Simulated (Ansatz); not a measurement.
**Fermi-surface data of Mo₂N (I4_1/amd)**

Given:

```xyz
6
Lattice="-2.1062 2.1062 3.9800 2.1062 -2.1062 3.9800 2.1062 2.1062 -3.9800" Properties=species:S:1:pos:R:3 pbc="T T T"
Mo     0.0000     2.1062     3.8965
Mo     0.0000     0.0000     1.9065
Mo     0.0000     0.0000     6.0534
Mo     0.0000     2.1062     0.0834
N      2.1062     0.0000     1.9900
N      0.0000     0.0000     3.9800
```

These are PBEsol, rigid bands (plane waves, PAW, scalar-relativistic; Ansatz, an electronic-structure program) values and carry that method's errors. Geometry: cell and atoms relaxed with PBEsol.

| Quantity | Value |
|---|---|
| density of states at the Fermi level | 4.46 states/(eV·cell), both spins |
| bare Sommerfeld coefficient | 1.75 mJ/(mol of atoms·K²) |
| Drude plasma energy | 5.4 (x), 5.4 (y), 5.2 (z) eV |
| root-mean-square Fermi velocity | 4.1e5 m/s |
| resistivity times τ | 16.8 (x), 16.8 (y), 18.3 (z) ×10⁻²² Ω·m·s |

A metal at this level (no band gap); rigid bands, thermally averaged at 300 K, both spins. Spin-orbit coupling is left out. τ is one relaxation time for all states.

Formula and space group known from diffraction (Crystallography Open Database), not checked to be the room-temperature form: Mo2N (I4_1/amd).
